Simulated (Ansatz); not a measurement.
System: As (model structure, Fd-3m, No. 227, 2 atoms in the cell). Method: r²SCAN (PAW; Ansatz, an electronic-structure program).

Settings: plane-wave cutoff 560 eV, 16×16×16 k mesh, Fermi–Dirac smearing 0.05 eV, scalar-relativistic PAW data made under PBE.

Cell (relaxed at this level):

```cif
data_As2
_chemical_formula_sum 'As2'
_space_group_name_H-M_alt 'P 1'
_space_group_IT_number 1
_cell_length_a 4.28581
_cell_length_b 4.28581
_cell_length_c 4.28581
_cell_angle_alpha 60.000
_cell_angle_beta 60.000
_cell_angle_gamma 60.000
loop_
_space_group_symop_operation_xyz
  'x, y, z'
loop_
_atom_site_label
_atom_site_type_symbol
_atom_site_fract_x
_atom_site_fract_y
_atom_site_fract_z
_atom_site_occupancy
As1 As 0.00000 0.00000 0.00000 1
As2 As 0.25000 0.25000 0.25000 1
```

Question: Estimate the bulk modulus B0 that the calculation returns.

Answer: 
- bulk modulus B0: 50.2 GPa

The run finds no gap.

Note: the bulk modulus is −V dP/dV from two relaxed cells at ±2 % in volume; the relaxation could raise the start's symmetry but not lower it, so the cell can be a saddle point.

Computed values are for the static lattice.

Computing time: about 40 core-seconds (a rough figure).

A model structure was made by putting elements into a prototype or built by hand; it is no filed structure, need not be a known phase, and can be a saddle point held by its symmetry.
